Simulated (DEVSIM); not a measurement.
abrupt In0.53Ga0.47As p-n junction

System: abrupt In0.53Ga0.47As p-n junction, at 300 K.

```csv
layer (left to right),material,thickness (μm),Nd (cm⁻³),Na (cm⁻³),τn (s),τp (s)
1,In0.53Ga0.47As,12.0,-,1.7e17,2.7e-8,2.7e-8
2,In0.53Ga0.47As,0.420,7.9e16,-,2.7e-8,2.7e-8
```

Left contact: ohmic. Right contact: ohmic. Voltage is applied to the left contact. Recombination: SRH at mid-gap, radiative. Mobility is constant in doping.

Constants are typed, rounded textbook-type inputs, not results; the design itself was drawn at random and stands for no fabricated device. Values at 300 K.

```tsv
parameter	In0.53Ga0.47As
gap (eV)	0.74
affinity (eV)	4.51
permittivity	13.9
Nc (cm⁻³)	2.1e17
Nv (cm⁻³)	7.7e18
μn (cm²/Vs)	12000
μp (cm²/Vs)	300
B (cm³/s)	9.6e-11
```

Simulated with DEVSIM: 1D drift-diffusion, Boltzmann statistics, complete ionisation; no tunnelling, impact ionisation, image-force lowering or self-heating.

| Quantity | Result |
|---|---|
| Potential step across the device at zero bias | 0.616 V |
| Largest field in the device at zero bias | 89000 V/cm |
| Dark forward voltage at 1 A/cm² | 0.380 V |
| Dark forward voltage at 100 A/cm² | 0.508 V |

Dark forward current:

| V (V) | J (A/cm²) |
|---|---|
| 0.05 | 7.4e-6 |
| 0.10 | 3.8e-5 |
| 0.15 | 0.00019 |
| 0.20 | 0.0011 |
| 0.25 | 0.0072 |
| 0.30 | 0.047 |
| 0.35 | 0.32 |
| 0.40 | 2.2 |
| 0.45 | 14 |
| 0.50 | 80 |
| 0.55 | 320 |
| 0.60 | 870 |
| 0.65 | 1900 |
| 0.70 | 3600 |
